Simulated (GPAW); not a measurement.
## Input and output of a self-consistent single point for NiSb (P6_3/mmc, 4 atoms in the cell) (GPAW)

Level of theory: PBE, GPAW PAW datasets PBE (gpaw-data 1.0.1) (plane waves; GPAW).

This input was run:

```python
from ase import Atoms
from ase.units import GPa
from gpaw import GPAW, PW

atoms = Atoms(['Ni', 'Ni', 'Sb', 'Sb'],
              cell=[[3.968967, 0.000000, 0.000000],
                    [-1.984483, 3.437226, 0.000000],
                    [0.000000, 0.000000, 5.167352]],
              positions=[[0.000000, 0.000000, 0.000000],
                         [0.000000, 0.000000, 2.583676],
                         [-0.000002, 2.291485, 1.291838],
                         [1.984486, 1.145741, 3.875514]],
              pbc=True)

calc = GPAW(mode=PW(800),
            xc='PBE',
            kpts={'size': (5, 5, 4), 'gamma': True},
            occupations={'name': 'methfessel-paxton', 'width': 0.2, 'order': 0},
            nbands=-12,
            symmetry={'symmorphic': False, 'tolerance': 0.0005},
            maxiter=150)

atoms.calc = calc

energy = atoms.get_potential_energy()
print('Energy (eV):', round(energy, 6))
forces = atoms.get_forces()
print('Forces (eV/Ang):')
print(forces.round(5))
stress = atoms.get_stress()
print('Stress (GPa, Voigt):', (stress / GPa).round(4))
```

Output (repeated stretches shortened):

```
Input parameters:
  kpts: {gamma: True,
         size: (5, 5, 4)}
  maxiter: 150
  mode: {ecut: 800.0,
         name: pw}
  nbands: -12
  occupations: {name: methfessel-paxton,
                order: 0,
                width: 0.2}
  symmetry: {symmorphic: False,
             tolerance: 0.0005}
  xc: PBE

species:
  Ni:
    name: Nickel
    Z: 28.0
    valence: 16
    core: 12
    charge: 0.0
    file: Ni.PBE.gz

    # Using partial waves for Ni as LCAO basis

  Sb:
    name: Antimony
    Z: 51.0
    valence: 15
    core: 36
    charge: 0.0
    file: Sb.PBE.gz

    # Using partial waves for Sb as LCAO basis

Reference energy: -435299.113390  # eV

Spin-paired calculation

Convergence criteria:
 Maximum [total energy] change in last 3 cyles: 0.0005 eV / valence electron
 Maximum integral of absolute [dens]ity change: 0.0001 electrons / valence electron
 Maximum integral of absolute [eigenst]ate change: 4e-08 eV^2 / valence electron
 Maximum number of scf [iter]ations: 150

Symmetries present (total): 24
Symmetries with fractional translations: 12
100 k-points: 5 x 5 x 4 Monkhorst-Pack grid + [0.000000,0.000000,1/8]
15 k-points in the irreducible part of the Brillouin zone
       k-points in crystal coordinates                weights
   0:     0.00000000    0.00000000    0.00000000          1/100
   1:     0.00000000    0.00000000    0.25000000          2/100
   2:     0.00000000    0.00000000    0.50000000          1/100
   [... 7 lines left out ...]
          ...
  14:     0.40000000    0.40000000    0.50000000          6/100

Wave functions: Plane wave expansion
  Cutoff energy: 800.000 eV
  Number of coefficients (min, max): 3557, 3648
  Pulay-stress correction: 0.000000 eV/Ang^3 (de/decut=0.000000)

Occupation numbers: Methfessel-Paxton:
  width: 0.2000  # eV
  order: 0

Eigensolver

Densities:
  Coarse grid: 27*27*36 grid
  Fine grid: 54*54*72 grid
  Total Charge: 0.000000

Density mixing:
  Method: separate
  Backend: pulay
  Linear mixing parameter: 0.05
  old densities: 5
  Damping of long wavelength oscillations: 50

Hamiltonian:
  XC and Coulomb potentials evaluated on a 54*54*72 grid
  External potential:
    NoExternalPotential

XC parameters: PBE with 2 nearest neighbor stencil

Number of atoms: 4
Number of atomic orbitals: 42
Number of bands in calculation: 43
Number of valence electrons: 62
Bands to converge: occupied

Density initialized from atomic densities
  42 bands from LCAO basis set
  1 band from random numbers

Atomic positions and initial magnetic moments

Positions:
   0 Ni     0.000000    0.000000    0.000000    ( 0.0000,  0.0000,  0.0000)
   1 Ni     0.000000    0.000000    2.583676    ( 0.0000,  0.0000,  0.0000)
   2 Sb    -0.000002    2.291485    1.291838    ( 0.0000,  0.0000,  0.0000)
   3 Sb     1.984486    1.145741    3.875514    ( 0.0000,  0.0000,  0.0000)

Unit cell:
           periodic     x           y           z      points  spacing
  1. axis:    yes    3.968967    0.000000    0.000000    27     0.1273
  2. axis:    yes   -1.984483    3.437226    0.000000    27     0.1273
  3. axis:    yes    0.000000    0.000000    5.167352    36     0.1435

  Lengths:   3.968967   3.968967   5.167352
  Angles:   90.000000  90.000000 119.999996

Effective grid spacing dv^(1/3) = 0.1390

     iter     time        total  log10-change:
                         energy   eigst   dens
iter:   1 --:--:--   -27.253860
iter:   2 --:--:--   -25.728784   -0.36  -1.43
iter:   3 --:--:--   -24.598459   -0.94  -1.52
iter:   4 --:--:--   -24.909522   -1.67  -1.68
iter:   5 --:--:--   -24.445479   -1.52  -1.72
iter:   6 --:--:--   -24.447500   -3.01  -2.26
iter:   7 --:--:--   -24.475035c  -3.11  -2.25
iter:   8 --:--:--   -24.442533   -2.76  -2.23
iter:   9 --:--:--   -24.441979   -4.62  -3.09
iter:  10 --:--:--   -24.443162c  -4.55  -3.06
iter:  11 --:--:--   -24.441504c  -4.07  -2.78
iter:  12 --:--:--   -24.441594c  -5.50  -3.94
iter:  13 --:--:--   -24.441577c  -7.06  -4.25c
iter:  14 --:--:--   -24.441584c  -7.23  -4.34c
iter:  15 --:--:--   -24.441618c  -7.28  -4.45c
iter:  16 --:--:--   -24.441625c  -7.05  -4.38c
iter:  17 --:--:--   -24.441635c  -7.88c -4.63c

Converged after 17 iterations.

Dipole moment: (-0.000000, 0.000000, -0.000000) |e|*Ang

Energy contributions relative to reference atoms: (reference = -435299.113390)

Kinetic:        +16.831163
Potential:      -11.326969
External:        +0.000000
XC:             -30.345354
Entropy (-ST):   -0.052126
Local:           +0.425587
SIC:             +0.000000
--------------------------
Free energy:    -24.467698
Extrapolated:   -24.441635

Showing only first 2 kpts
 Kpt  Band  Eigenvalues  Occupancy
  0    29      9.56922    0.00041
  0    30      9.56927    0.00041
  0    31     11.52658    0.00000
  0    32     11.52661    0.00000

  1    29     10.18899    0.00000
  1    30     10.18902    0.00000
  1    31     11.41008    0.00000
  1    32     11.47408    0.00000

Fermi level: 9.06916

No gap
No difference between direct/indirect transitions
Energy (eV): -24.441635

Forces in eV/Ang:
  0 Ni   -0.00000   -0.00000    0.00000
  1 Ni   -0.00000   -0.00000    0.00000
  2 Sb   -0.00000   -0.00000    0.00000
  3 Sb    0.00000    0.00000   -0.00000

Stress tensor:
    -0.001543     0.000000     0.000000
     0.000000    -0.001543     0.000000
     0.000000     0.000000    -0.001877
Stress (GPa, Voigt): [-0.2472 -0.2472 -0.3008  0.      0.      0.    ]
```

The run converged in 17 iterations. GPAW prints stress with tension positive.

The starting cell comes from a database of computed structures (which also holds hypothetical and non-ambient phases and stackings), without a prior relaxation at this level. Its lattice was rescaled by a random factor within 2.5 % of one. Spin-orbit coupling is off. Spin polarisation is off.

Cost on one core of a shared machine: roughly 70 s.
